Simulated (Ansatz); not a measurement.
# GaPt, pressure series

Base system: GaPt (space group P2_13, No. 198; a = 4.903 Å; a cell from a computed database, its experimental status unchecked).

Cell and atoms are relaxed at each pressure.

The values are results of plane-wave PAW DFT at the PBEsol level (Ansatz, an electronic-structure program, 420 eV), no SOC, not measurements.

Notes on the quantities. enthalpy: H = E + PV relative to the base's energy.

| change | shortest interatomic distance | enthalpy | density |
|---|---|---|---|
| base | 2.587 Å | – | 14.93 g/cm³ |
| pressure 0.3 GPa | 2.586 Å | +0.03 eV/atom | 14.95 g/cm³ |
| pressure 0.7 GPa | 2.585 Å | +0.06 eV/atom | 14.98 g/cm³ |
| pressure 1.5 GPa | 2.582 Å | +0.14 eV/atom | 15.04 g/cm³ |

Load acts through the strain it causes; cell and atoms are relaxed under it. No phonon test of stability was made. All final runs are without spin polarisation.
